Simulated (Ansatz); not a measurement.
Take Ta in the bcc (W type) structure (space group Im-3m, No. 229) as the base.

```yaml
crystal:
  lattice:
    - [-1.64097, 1.64097, 1.64097]
    - [1.64097, -1.64097, 1.64097]
    - [1.64097, 1.64097, -1.64097]
  atoms:
    - { symbol: Ta, position: [0.00000, 0.00000, 0.00000] }
```

Computed with Ansatz (an electronic-structure program) PBEsol, no spin-orbit coupling.

Before the change:

| Quantity | Value |
|---|---|
| Lattice parameter a | 3.282 Å |

Perturbation: Fe takes the place of Ta on all its sites; the structure is relaxed again.

Tabulated Pauling electronegativity and covalent radius: Ta 1.50, 1.70 Å; Fe 1.83, 1.32 Å.

Task: Estimate the effect on the lattice parameter a.

Result: The lattice parameter a decreases by 0.495 Å, from 3.282 Å to 2.787 Å.

Other magnetic orders, which the real material may have, were not ruled out. No phonon test of stability was made. Spin-polarised in the final run: Fe; the other runs are not.
